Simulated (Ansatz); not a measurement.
Consider the following.

```yaml
crystal:
  lattice:
    - [2.78999, 0.00000, 0.00000]
    - [0.00000, 2.78999, 0.00000]
    - [0.00000, 0.00000, 4.12275]
  atoms:
    - { symbol: Al, position: [0.50000, 0.50000, 0.50000] }
    - { symbol: Ti, position: [0.00000, 0.00000, 0.00000] }
```

No spin polarisation.

Computed with PBE (Ansatz, a program for electronic structure, PAW, spin-orbit coupling left out), earlier PAW set. k-mesh 20×20×14 (Γ-centred); smearing 0.1 eV (Fermi–Dirac).

Q: Predict the in-plane stress and space group.

A: 
- Mean in-plane stress (compression positive) = +2.2 GPa
- Space group = P4/mmm (No. 123)

The cells carry an imposed strain or load. No phonon test of stability was made. All final runs are without spin polarisation. The cell was made from TiAl (space group P4/mmm, No. 123) by this change: biaxial strain −1.20 %, plane normal [001], relaxed out of plane.
